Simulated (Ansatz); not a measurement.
Input and output of a self-consistent single point for TiO₂ (I4/m, 12 atoms in the cell) (Ansatz, an electronic-structure program)

Computed with r2SCAN, default PAW files made with PBE (plane waves; Ansatz).

Input as run:

Ansatz 0.2 input:
```yaml
crystal:
  lattice:
    - [-4.350760, 4.350760, 1.887555]
    - [4.350760, -4.350760, 1.887555]
    - [4.350760, 4.350760, -1.887555]
  atoms:
    - { symbol: Ti, position_ang: [0.024886, 2.543280, -0.000000] }
    - { symbol: Ti, position_ang: [4.325874, 1.807480, 1.887555] }
    - { symbol: Ti, position_ang: [6.158240, 0.024886, 0.000000] }
    - { symbol: Ti, position_ang: [-1.807480, 4.325874, 1.887555] }
    - { symbol: O, position_ang: [1.312015, 4.340840, -0.000000] }
    - { symbol: O, position_ang: [3.038745, 0.009920, 1.887555] }
    - { symbol: O, position_ang: [4.360680, 1.312015, 0.000000] }
    - { symbol: O, position_ang: [-0.009920, 3.038745, 1.887555] }
    - { symbol: O, position_ang: [2.961997, -2.944072, 1.887555] }
    - { symbol: O, position_ang: [1.388763, 7.294832, -0.000000] }
    - { symbol: O, position_ang: [2.944072, 2.961997, 1.887555] }
    - { symbol: O, position_ang: [1.406688, 1.388763, 0.000000] }
kpoints:
  mp_grid: { grid: [4, 4, 4] }
hamiltonian:
  xc: r2scan
  pseudopotentials: { kind: paw }
scf:
  occupations: { method: fixed }
output:
  forces: true
  eigenvalues: true
  stress: true
```

Output, abridged:

```
WARN basis.ecutwfc = 500 eV, the default
WARN ansatz: RAYON_NUM_THREADS=1 ignored (pool sized by the plan → 1); use --threads N
Pseudopotentials: kind: paw
Pseudopotential: Ti, paw, valence charge 12
Pseudopotential: O, paw, valence charge 6
Crystal: 12 atoms, lattice volume = 142.919 Å³
Basis set: ecut = 500 eV, 3623 PW (Γ), exchange–correlation on 192×192×192 points (64 copies of the dense FFT grid, shifted against one another)
Bands: 60, of which v1, the nominal top of the filled ones, is band 48 counted from 1 (47 counted from 0)
Symmetry: 8 space group operations
Space group: I4/m (ITA 87), of the structure as read, at distance tolerance 5.2e-5 Å
k-points: 14 of 64
PAW frozen core: Ti, regenerated for the run's functional
PAW frozen core: O, regenerated for the run's functional
Initial density: superposition of atomic densities (neutral atoms: chi_scale 0, normalization atom), corrected by the library's trained network
Initial wavefunctions: pseudopotential atomic-orbital guess
Eigensolver: davidson
Functional: x = r2scan, c = r2scan; τ floored in thin density (d = 2e-4 eV/Å³)
SCF iter   1: F=—  HF=-14584.707321 eV  |F-HF|=—  |Δ(HF+E_count)|=         —  Δρ=2.32e-2  dr2=8.86e-1  dr2_τ=7.37e-1  ethr=1.77e-3  ⟨swp⟩=3.8  Hψ=2816  notcnv=0  defer=126
all-band conjugate gradients solve this SCF's bands
preconditioner: auto → Resta (q_TF=auto, 2.553 Å⁻¹)
SCF iter   2: F=—  HF=-14584.798955 eV  |F-HF|=—  |Δ(HF+E_count)|=   9.16e-2  Δρ=1.19e-2  dr2=1.17e-1  dr2_τ=5.14e-2  ethr=9.23e-4  ⟨swp⟩=2.8  Hψ=1665  notcnv=0  defer=78
SCF iter   3: F=—  HF=-14584.783752 eV  |F-HF|=—  |Δ(HF+E_count)|=   1.52e-2  Δρ=3.74e-3  dr2=1.13e-2  dr2_τ=1.12e-3  ethr=1.22e-4  ⟨swp⟩=2.0  Hψ=1195  notcnv=0  defer=127
SCF iter   4: F=—  HF=-14584.783749 eV  |F-HF|=—  |Δ(HF+E_count)|=   2.96e-6  Δρ=1.23e-3  dr2=1.29e-3  dr2_τ=2.86e-4  ethr=1.18e-5  ⟨swp⟩=2.0  Hψ=1129  notcnv=0  defer=137
SCF iter   5: F=—  HF=-14584.783933 eV  |F-HF|=—  |Δ(HF+E_count)|=   1.83e-4  Δρ=3.29e-4  dr2=1.20e-4  dr2_τ=2.57e-5  ethr=1.35e-6  ⟨swp⟩=2.1  Hψ=1174  notcnv=0  defer=137
SCF iter   6: F=—  HF=-14584.783960 eV  |F-HF|=—  |Δ(HF+E_count)|=   2.73e-5  Δρ=1.14e-4  dr2=2.13e-5  dr2_τ=1.45e-6  ethr=1.25e-7  ⟨swp⟩=2.0  Hψ=1125  notcnv=0  defer=110
SCF iter   7: F=—  HF=-14584.784014 eV  |F-HF|=—  |Δ(HF+E_count)|=   5.42e-5  Δρ=2.63e-5  dr2=1.14e-6  dr2_τ=6.01e-8  ethr=2.22e-8  ⟨swp⟩=2.0  Hψ=1216  notcnv=0  defer=78
SCF iter   8: F=—  HF=-14584.784015 eV  |F-HF|=—  |Δ(HF+E_count)|=   1.11e-6  Δρ=8.98e-6  dr2=1.90e-7  dr2_τ=6.00e-9  ethr=1.19e-9  ⟨swp⟩=2.0  Hψ=1066  notcnv=0  defer=78
SCF iter   9: F=-14584.784015 eV  HF=-14584.784015 eV  |F-HF|=9.98e-9  |Δ(HF+E_count)|=   1.13e-7  Δρ=2.14e-6  dr2=1.78e-8  dr2_τ=3.57e-10  ethr=1.04e-10  ⟨swp⟩=11.4  Hψ=3663  notcnv=0
SCF 1 converged in 9 iterations: F = -14584.784015 eV  dr2 = 1.78e-8
SCF converged after 9 iterations
Free energy (F): -14584.784015 eV
Harris-Foulkes:  -14584.784015 eV  (|F-HF|=9.98e-9)
Internal energy: -14584.784015 eV  (E = F + TS)
E sigma→0 (E₀):  -14584.784015 eV
Fermi energy:    6.459721 eV
--- Per-component energies (eV) ---
  E_band       = -1068.016392
  E_kinetic    = 2500.883082
  E_local      = -7962.722850  (includes V_loc(G=0)·N_el)
  E_nonlocal   = 386.268400
  E_hartree    = 3149.472483
  E_xc         = -963.702308
  E_vxc        = -1384.689989  (∫ρ·V_xc dr)
  E_paw        = -5496.425630  (= ΣΔE_a)
  E_vpaw       = -998.787294  (= ΣTr[D̂ρ^β])
  E_aug_tail   = 0.008479  (compensation charges beyond the density's cutoff)
  E_vtau       = 92.086778  (kinetic-family band-sum trace: ∫τ·v_τ [+ j·A + Jᵃ·Aᵃ] dr)
  E_ewald      = -6197.296316
  E_core_change = -1.269356  (= ΣΔE_core)
  E_smearing   = -0.000000  (= −TS)
  E_closure    = -0.000000  (closes the sum)
  Σ components = -14584.784015   (vs F -14584.784015, Δ=0.00e0)
--- Forces (eV/Å), atoms counted from 1 ---
  atom   1  Ti     0.02649688    -0.29752489     0.00000000
  atom   2  Ti    -0.02649688     0.29752489    -0.00000000
  atom   3  Ti     0.29752489     0.02649688     0.00000000
  atom   4  Ti    -0.29752489    -0.02649688    -0.00000000
  atom   5  O      0.01096171     0.01111790    -0.00000000
  atom   6  O     -0.01096171    -0.01111790     0.00000000
  atom   7  O     -0.01111790     0.01096171     0.00000000
  atom   8  O      0.01111790    -0.01096171    -0.00000000
  atom   9  O     -0.00776873    -0.06379923    -0.00000000
  atom  10  O      0.00776873     0.06379923     0.00000000
  atom  11  O      0.06379923    -0.00776873     0.00000000
  atom  12  O     -0.06379923     0.00776873     0.00000000
  max |Σ_I F_I| component: 5.64e-17 eV/Å
--- Stress (GPa, compression-positive) ---
       -1.648755      -0.000002       0.000000
        0.000002      -1.648755      -0.000000
        0.000000      -0.000000      -0.604731
  P = ⅓ Tr σ = -1.3007 GPa (-13.007 kbar)
  The stress holds the Pulay correction. Without it, at fixed plane waves, as pw.x and ABINIT print it: P = -1.4095 GPa
--- Band table (eV; the first three rows and the last of 14) ---
  k-point 0: bands = ["-52.1455", "-52.1263", "-52.1263", "-52.1102", "-27.5212", "-27.5013", "-27.4804", "-27.4804", "-27.3281", "-27.3072", "-27.2816", "-27.2816", "-27.2812", "-27.2812", "-27.2542", "-27.2379", "-12.4580", "-11.5438", "-11.5438", [...]
  k-point 1: bands = ["-52.1445", "-52.1274", "-52.1253", "-52.1112", "-27.5124", "-27.4937", "-27.4669", "-27.4532", "-27.3301", "-27.3267", "-27.3129", "-27.2831", "-27.2800", "-27.2792", "-27.2644", "-27.2360", "-12.4098", "-11.5554", "-11.5090", [...]
  k-point 2: bands = ["-52.1433", "-52.1286", "-52.1242", "-52.1124", "-27.5071", "-27.4940", "-27.4175", "-27.3927", "-27.3827", "-27.3686", "-27.3320", "-27.2848", "-27.2773", "-27.2752", "-27.2747", "-27.2342", "-12.3571", "-11.5698", "-11.4712", [...]
  k-point 13: bands = ["-52.1411", "-52.1264", "-52.1264", "-52.1146", "-27.4231", "-27.4231", "-27.4225", "-27.4109", "-27.4030", "-27.3451", "-27.3448", "-27.3448", "-27.3358", "-27.2809", "-27.2809", "-27.2305", "-12.2612", "-11.4876", [...]
```

The run converged in 9 iterations.

The starting cell comes from a database of computed structures (which also holds hypothetical and non-ambient phases and stackings), without a prior relaxation at this level. Ansatz's pressure includes its estimate of the finite-basis (Pulay) stress.
